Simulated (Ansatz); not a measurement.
Pb (Fm-3m) under hydrostatic pressure: resistivity at 300 K by PBEsol, DFPT electron-phonon coupling, linearised Boltzmann equation (plane waves, PAW, scalar-relativistic; Ansatz, a quantum-chemistry and plane-wave program). The unloaded cell, whose axes the loads refer to:

Pb is taken in the cubic space group Fm-3m (No. 225), the fcc (Cu type) structure, Pearson symbol cF4. Lattice parameters: a = 4.9421 Å, b = 4.9421 Å, c = 4.9421 Å, α = 90.00°, β = 90.00°, γ = 90.00°. Pb on 4a has 12 Pb at 3.495 Å (cuboctahedral). (Neighbours: up to the widest gap in distance over summed covalent radii, below 1.35, at either atom.)
(The calculation used a cell of 1 atom; values per cell refer to that cell.)

| hydrostatic pressure (GPa) | volume per atom (Å³) | resistivity at 300 K (μΩ·cm) |
|---|---|---|
| 0 | 30.18 | 11.5 |
| 2 | 28.99 | 9.25 |
| 5 | 27.61 | 7.21 |
| 10 | 25.93 | ? |

### Question
Fit a straight line to ln(resistivity at 300 K) against the load over the rows given, and predict the row at 10 GPa.

### Answer
The means are x̄ = 2.333 GPa and ȳ = 2.2141; Σ(x − x̄)(y − ȳ) = -1.172 and Σ(x − x̄)² = 12.67, so the slope is -9.26 % per GPa, and the rows given lie within 2.0 % of the line. At 10 GPa the line gives 4.50 μΩ·cm; the calculation gives 5.41 μΩ·cm, 17 % from it, so the trend bends or changes character over this range.

Metals; harmonic phonons alone scatter; means over directions. Halving the electron mesh moves these values by up to 3 %; q meshes are mostly untested. Some of the runs warned that the eigensolver left states short of its tolerance. Spin-orbit coupling is left out. Stresses and pressures are the targets of the relaxation. The structure type is held at every load. Geometry: relaxed with this functional, without spin-orbit coupling.

The missing spin-orbit coupling matters most for Pb (Fm-3m).
